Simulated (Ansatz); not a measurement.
An Ansatz (a quantum-chemistry and plane-wave program) run: Ce; Kohn–Sham DFT with the PBEsol functional, run in Ansatz with PAW and 420 eV plane waves, no spin-orbit coupling, earlier PAW set.

Input:

Ansatz 0.2 input:
```yaml
crystal:
  lattice:
    - [0, 2.290902236, 2.290902236]
    - [2.290902236, 0, 2.290902236]
    - [2.290902236, 2.290902236, 0]
  atoms:
    - { symbol: Ce, position: [0, 0, 0] }
basis: { ecutwfc: 420, ecutrho_ratio: 4, xc_grid: 2, fft_grid_basis: typed }
kpoints: { mp_grid: { grid: [17, 17, 17] } }
hamiltonian:
  xc: pbesol
  dispersion: none
  pseudopotentials: { azcp: { folder: ./paw }, kind: paw }
scf: { occupations: { method: fermi_dirac, width: 0.05 }, convergence: { dr2_threshold: 0.0000000001 } }
output: { forces: true, stress: true }
```

Output (explanatory and most iteration lines left out):

```
Pseudopotential: Ce, paw, valence charge 12
Crystal: 1 atoms, lattice volume = 24.046 Å³
Basis set: ecut = 420 eV, 459 PW (Γ), exchange–correlation on 48×48×48 points (8 copies of the dense FFT grid, shifted against one another)
Bands: 16, of which v1, the nominal top of the filled ones, is band 6 counted from 1 (5 counted from 0)
Symmetry: 48 space group operations
Space group: Fm-3m (ITA 225), of the structure as read, at distance tolerance 2.9e-5 Å
k-points: 165 of 4913
Functional: x = pbesol(κ = 0.804, μ = 0.12345679012345678), c = pbesol(β = 0.046)
SCF iter   1: F=—  HF=-6485.620539 eV  |F-HF|=—  |Δ(HF+E_count)|=         —  Δρ=1.02e-1  dr2=2.59e0  ethr=3.10e-3  ⟨swp⟩=5.7  Hψ=13457  notcnv=0  defer=6
SCF iter   2: F=—  HF=-6485.321323 eV  |F-HF|=—  |Δ(HF+E_count)|=   2.99e-1  Δρ=7.32e-2  dr2=1.34e0  ethr=3.10e-3  ⟨swp⟩=2.1  Hψ=5341  notcnv=0  defer=218
SCF 1 converged in 9 iterations: F = -6485.057480 eV  dr2 = 5.35e-12
SCF converged after 9 iterations
Free energy (F): -6485.057480 eV
Internal energy: -6485.038132 eV  (E = F + TS)
E sigma→0 (E₀):  -6485.047806 eV
Entropy (-TS):   -0.019349 eV (-19.349 meV/atom)
Fermi energy:    17.482247 eV
--- Forces (eV/Å), atoms counted from 1 ---
  atom   1  Ce    -0.00000000    -0.00000000     0.00000000
--- Stress (GPa, compression-positive) ---
       -0.004360       0.000000       0.000000
       -0.000000      -0.004360      -0.000000
        0.000000       0.000000      -0.004360
  P = ⅓ Tr σ = -0.0044 GPa (-0.044 kbar)
```

Open 4f shells without U are poorly described, and the f state was not checked. Whether these cells are dynamically stable was not tested. Seeded moments were not kept for the base. The final runs are not spin-polarised. The cell is Ce in the fcc (Cu type) structure (space group Fm-3m, No. 225).
